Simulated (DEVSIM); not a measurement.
Structure: Si n-i-p diode, at 250 K.

Layer 1 from the left is Si, thickness (μm) 0.160, Nd (cm⁻³) 1.1e18, τn (s) 0.00079, τp (s) 0.00079. Layer 2 from the left is Si, thickness (μm) 0.430, Na (cm⁻³) 2.5e11, τn (s) 0.0024, τp (s) 0.00079. Layer 3 from the left is Si, thickness (μm) 0.620, Na (cm⁻³) 1e19, τn (s) 0.00079, τp (s) 0.00079.

Left contact: ohmic. Right contact: ohmic. Voltage is applied to the left contact. Recombination: SRH at mid-gap. Mobility is μmin + (μ − μmin)/(1 + (N/Nref)^α).

This is a model device: material constants are rounded textbook-type values typed into the input, and sizes, dopings and lifetimes were drawn at random. Values at 300 K; Nc and Nv go as T^1.5, mobilities as T to minus their exponent, the gap by Varshni's rule with the affinity fixed.

Si: gap (eV) 1.124, affinity (eV) 4.05, permittivity 11.7, Nc (cm⁻³) 2.86e19, Nv (cm⁻³) 3.1e19, μn (cm²/Vs) 1417, μp (cm²/Vs) 470, μn,min 52, μp,min 45, Nref,n 9.7e16, Nref,p 2.2e17, αn 0.68, αp 0.72, T exponent of μn 2.3, T exponent of μp 2.2, Varshni α (eV/K) 0.000473, Varshni β (K) 636.

Model (solved in DEVSIM): 1D drift-diffusion, Boltzmann statistics, complete ionisation; no tunnelling, impact ionisation, image-force lowering or self-heating.

What does the simulation give for the potential step across the device at zero bias, the dark forward voltage at 100 A/cm², the dark forward voltage at 1 A/cm²?

potential step across the device at zero bias 1.053 V; dark forward voltage at 100 A/cm² 0.873 V; dark forward voltage at 1 A/cm² 0.773 V.
